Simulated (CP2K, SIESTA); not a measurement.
A CP2K input for a self-consistent single point of CdSe (P6_3mc, 4 atoms in the cell) (DFT PBE, GPW, DZVP-MOLOPT-PBE-GTH basis, GTH-PBE potentials (POTENTIAL_UZH)):

```
&GLOBAL
  PROJECT bulk
  RUN_TYPE ENERGY_FORCE
  PRINT_LEVEL MEDIUM
&END GLOBAL
&FORCE_EVAL
  METHOD Quickstep
  STRESS_TENSOR ANALYTICAL
  &DFT
    BASIS_SET_FILE_NAME BASIS_MOLOPT_UZH
    POTENTIAL_FILE_NAME POTENTIAL_UZH
    &QS
      METHOD GPW
      EPS_DEFAULT 1E-11
    &END QS
    &MGRID
      CUTOFF 500
      REL_CUTOFF 50
      NGRIDS 5
    &END MGRID
    &SCF
      SCF_GUESS ATOMIC
      EPS_SCF 1E-6
      MAX_SCF 100
      ADDED_MOS 7
      &DIAGONALIZATION
        ALGORITHM STANDARD
      &END DIAGONALIZATION
      &MIXING
        METHOD BROYDEN_MIXING
        ALPHA 0.4
        NBUFFER 10
      &END MIXING
    &END SCF
    &KPOINTS
      SCHEME MONKHORST-PACK 7 7 4
      GAMMA_CENTERED T
    &END KPOINTS
    &XC
      &XC_FUNCTIONAL PBE
      &END XC_FUNCTIONAL
    &END XC
    &PRINT
      &MO
        EIGENVALUES T
        OCCUPATION_NUMBERS T
        NDIGITS 8
        FILENAME mo
        &EACH
          QS_SCF 0
        &END EACH
        ADD_LAST NUMERIC
      &END MO
      &MULLIKEN ON
      &END MULLIKEN
    &END PRINT
  &END DFT
  &SUBSYS
    &CELL
      ABC 4.34609000 4.34608970 7.08984000
      ALPHA_BETA_GAMMA 90.00000000 90.00000000 120.00000229
      PERIODIC XYZ
    &END CELL
    &COORD
      SCALED
      Cd       0.66666700     0.33333300     0.49995000
      Cd       0.33333300     0.66666700     0.99995000
      Se       0.66666700     0.33333300     0.87591000
      Se       0.33333300     0.66666700     0.37591000
    &END COORD
    &KIND Cd
      BASIS_SET DZVP-MOLOPT-PBE-GTH-q12
      POTENTIAL GTH-PBE-q12
    &END KIND
    &KIND Se
      BASIS_SET DZVP-MOLOPT-PBE-GTH-q6
      POTENTIAL GTH-PBE-q6
    &END KIND
  &END SUBSYS
  &PRINT
    &FORCES ON
    &END FORCES
    &STRESS_TENSOR ON
    &END STRESS_TENSOR
  &END PRINT
&END FORCE_EVAL
```

Translate this input to SIESTA.

This is the input that was run; spellings and numerical settings could be chosen otherwise.

```
# files in the folder: Cd.psml Se.psml (PseudoDojo PBE standard)
SystemName  CdSe
SystemLabel siesta

NumberOfAtoms                4
NumberOfSpecies              2
%block ChemicalSpeciesLabel
  1 48 Cd
  2 34 Se
%endblock ChemicalSpeciesLabel
LatticeConstant              1.0 Ang
%block LatticeVectors
     4.346090000    0.000000000    0.000000000
    -2.173045000    3.763824000    0.000000000
     0.000000000    0.000000000    7.089840000
%endblock LatticeVectors
AtomicCoordinatesFormat      Bohr
%block AtomicCoordinatesAndAtomicSpecies
     4.106464013    2.370863143    6.698258041  1
    -0.000004106    4.741733398   13.397185975  1
     4.106464013    2.370863143   11.735315933  2
    -0.000004106    4.741733398    5.036387999  2
%endblock AtomicCoordinatesAndAtomicSpecies

XC.functional                GGA
XC.authors                   PBE
PAO.BasisSize                DZP
PAO.EnergyShift              0.005 Ry
MeshCutoff                   300 Ry
%block kgrid.MonkhorstPack
    7   0   0  0.0
    0   7   0  0.0
    0   0   4  0.0
%endblock kgrid.MonkhorstPack
OccupationFunction           FD
ElectronicTemperature        10 K

MaxSCFIterations             150
SCF.Mixer.Method             Pulay
SCF.Mixer.Weight             0.2
SCF.Mixer.History            6
SCF.DM.Tolerance             1.0E-04
Diag.ParallelOverK           true
WriteForces                  true
Charge.Mulliken              end
```

Basis, cutoffs, solver keys and any potentials are the target program's own. This input uses DFT, GGA PBE, numerical atomic orbitals DZP, PseudoDojo PBE standard norm-conserving potentials (rewritten from UPF to PSML). Both were run: pressure 1.79 GPa in CP2K and 1.55 in SIESTA; largest force 0.010 eV/Å in CP2K and 0.009 in SIESTA; gap on the mesh 0.602 eV in CP2K and 0.840 in SIESTA.

On SIESTA: the starting cell comes from a database of computed structures (which also holds hypothetical and non-ambient phases and stackings), without a prior relaxation at this level. Values carry the incompleteness of an atom-centred basis.

On CP2K: the starting cell comes from a database of computed structures (which also holds hypothetical and non-ambient phases and stackings), without a prior relaxation at this level. Values carry the incompleteness of an atom-centred basis.
